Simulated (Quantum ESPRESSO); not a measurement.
A self-consistent single point of TiO2 (Imm2, 6 atoms in the cell) with Quantum ESPRESSO.

Level of theory: LDA (PZ), GBRV 1.5 ultrasoft (LDA) pseudopotentials (plane waves; Quantum ESPRESSO).

```xyz
6
Lattice="-1.8830 1.8830 4.7312 1.8830 -1.8830 4.7312 1.8830 1.8830 -4.7312" Properties=species:S:1:pos:R:3 pbc="T T T"
Ti     0.0000     1.8830     2.4156
Ti     0.0000     0.0000     0.0000
O      0.0000     1.8830     0.3974
O      0.0000     0.0000     7.4943
O      0.0000     0.0000     1.9682
O      0.0000     1.8830     4.3338
```

Reference input (self-consistent single point, DFT, LDA (PZ), plane waves, GBRV 1.5 ultrasoft (LDA) pseudopotentials): ecutwfc = 50 Ry; ecutrho = 400 Ry; occupations = smearing; smearing = fermi-dirac; degauss = 0.00147 Ry; potentials = {Ti: ti_lda_v1.4.uspp.F.UPF, O: o_lda_v1.2.uspp.F.UPF}; K_POINTS = automatic 4 4 4 0 0 0; conv_thr = 1e-11 Ry; mixing_beta = 0.7. This run's input differs from it in these lines:

```diff
@@ -36,3 +36,3 @@
 K_POINTS {automatic}
-4 4 4  0 0 0
+13 13 13  0 0 0
```

The program printed (abridged):

```
     Self-consistent Calculation

     iteration #  1     ecut=    50.00 Ry     beta= 0.70

     negative rho (up, down):  2.783E-03 0.000E+00

     total energy              =    -367.77120081 Ry
     estimated scf accuracy    <       1.14963794 Ry

     iteration #  2     ecut=    50.00 Ry     beta= 0.70

     negative rho (up, down):  1.045E-03 0.000E+00

     total energy              =    -365.04794319 Ry
     estimated scf accuracy    <      23.80298967 Ry

     iteration #  3     ecut=    50.00 Ry     beta= 0.70

     negative rho (up, down):  1.109E-03 0.000E+00

     total energy              =    -368.45909307 Ry
     estimated scf accuracy    <       0.31131805 Ry

   [... 13 blocks of this kind left out ...]

     iteration # 17     ecut=    50.00 Ry     beta= 0.70

     negative rho (up, down):  1.386E-03 0.000E+00

     total energy              =    -368.43149448 Ry
     estimated scf accuracy    <          4.3E-11 Ry

     iteration # 18     ecut=    50.00 Ry     beta= 0.70

     negative rho (up, down):  1.386E-03 0.000E+00
     End of self-consistent calculation

     Number of k-points >= 100: set verbosity='high' to print the bands.

     the Fermi energy is     8.4932 ev

!    total energy              =    -368.43149448 Ry
     estimated scf accuracy    <          1.2E-12 Ry
     smearing contrib. (-TS)   =      -0.00000000 Ry
     internal energy E=F+TS    =    -368.43149448 Ry

     convergence has been achieved in  18 iterations

     negative rho (up, down):  1.386E-03 0.000E+00

     Forces acting on atoms (cartesian axes, Ry/au):

     atom    1 type  1   force =    -0.00000000   -0.00000000   -0.03375244
     atom    2 type  1   force =     0.00000000    0.00000000    0.01677558
     atom    3 type  2   force =     0.00000000    0.00000000    0.00130904
     atom    4 type  2   force =     0.00000000    0.00000000    0.00351578
   [... lines left out ...]
     Total force =     0.038866     Total SCF correction =     0.000001
   [... lines left out ...]

     negative rho (up, down):  1.386E-03 0.000E+00
          total   stress  (Ry/bohr**3)                   (kbar)     P=      -26.28
  -0.00001435  -0.00000000   0.00000000           -2.11       -0.00        0.00
   0.00000000  -0.00042196   0.00000000            0.00      -62.07        0.00
  -0.00000000   0.00000000  -0.00009971           -0.00        0.00      -14.67

   JOB DONE.
```

The run converged in 18 iterations. Against the reference run the free energy falls by 1.0 meV/atom, the pressure hardly changes (-2.62 to -2.63 GPa), the largest force moves little (0.874 to 0.868 eV/Å) and the gap on the mesh goes from 2.090 to 2.059 eV.

The starting cell has typed, rounded lattice constants, without a prior relaxation at this level. Its lattice was rescaled by up to half a per cent. One atom was moved a little off its site on purpose.

Cost on one core of a shared machine: roughly 30 min.
